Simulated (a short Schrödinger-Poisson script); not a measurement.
Stack: MOS inversion layer, SiO2 on p-type Si(100), at 300 K.

From the gate side: 3.6 nm SiO2; 1500 nm Si, acceptors 8.3e16 cm⁻³.

The device is made up for the run: typed textbook-type constants, with dimensions and the other settings drawn at random. SiO2: permittivity 3.9, conduction-band edge (eV) 3.15, gap (eV) 9, electron mass (mₑ) 0.5. Si: permittivity 11.7, conduction-band edge (eV) 0, gap (eV) 1.124, Nv at 300 K (cm⁻³) 3.1e19.

Channel valleys (confinement mass, in-plane density-of-states mass, number): Δ2 0.916, 0.19, 2; Δ4 0.19, 0.417, 4. At the gate the conduction-band edge of layer 1 lies 3.74 eV − eVg above the Fermi level of the channel; the field vanishes at the back. Gaps are held at their typed values at every temperature. Mesh 0.03 nm at interfaces.

From a short Schrödinger-Poisson script (our own, NumPy): 1D Poisson equation in equilibrium, electrons quantum, Hartree (BenDaniel-Duke, 12 states a valley, the channel's in-plane mass for all, wave functions free to enter the dielectric), parabolic valleys, classical holes, full ionisation, no traps, pinning or gate leakage.

| Vg (V) | electrons (cm⁻²) | C (μF/cm²) | Δ2 E0 (meV from the Fermi level) | Δ4 E0 (meV from the Fermi level) |
|---|---|---|---|---|
| 0.6 | 7.45e9 | 0.120 | 192.3 | 220.2 |
| 0.75 | 2.49e11 | 0.539 | 99.1 | 129.8 |
| 0.9 | 8.39e11 | 0.712 | 64.2 | 99.1 |
| 1.05 | 1.53e12 | 0.770 | 45.4 | 84.3 |
| 1.2 | 2.27e12 | 0.799 | 32.3 | 74.9 |
| 1.35 | 3.02e12 | 0.818 | 22.0 | 68.1 |
| 1.5 | 3.79e12 | 0.830 | 13.6 | 62.8 |
| 1.65 | 4.57e12 | 0.840 | 6.2 | 58.4 |
| 1.8 | 5.36e12 | 0.847 | -0.3 | 54.6 |
| 1.95 | 6.16e12 | 0.853 | -6.2 | 51.3 |
| 2.1 | 6.96e12 | 0.858 | -11.7 | 48.3 |
| 2.25 | 7.77e12 | 0.862 | -16.8 | 45.6 |
| 2.4 | 8.57e12 | 0.866 | -21.6 | 43.1 |
| 2.55 | 9.39e12 | 0.869 | -26.1 | 40.7 |
| 2.7 | 1.02e13 | 0.872 | -30.5 | 38.5 |
| 2.85 | 1.10e13 | 0.874 | -34.7 | 36.3 |
| 3 | 1.18e13 | 0.876 | -38.7 | 34.3 |

Gate voltages with under 1e9 electrons/cm² are left out.

### Question
At Vg = 3 V the lowest Δ2 subband lies at -38.7 meV from the Fermi level. How many electrons does it hold, and what share of all?

### Answer
The two-dimensional density of states is g m/(πħ²) = 1.59e11 cm⁻² meV⁻¹ (both spins), kT = 25.9 meV, so n = D kT ln(1 + exp(−E/kT)) = 6.97e12 cm⁻², 0.59 of the 1.18e13 cm⁻² in all.

### Question
Compare the slope of the sheet density between 2.7 and 3 V with the geometric capacitance of the layers between gate and channel.

### Answer
q Δn/ΔV = 0.854 μF/cm²; ε0/Σ(t/ε) = 0.959 μF/cm². The ratio is 0.89: the channel acts as a further capacitance in series.
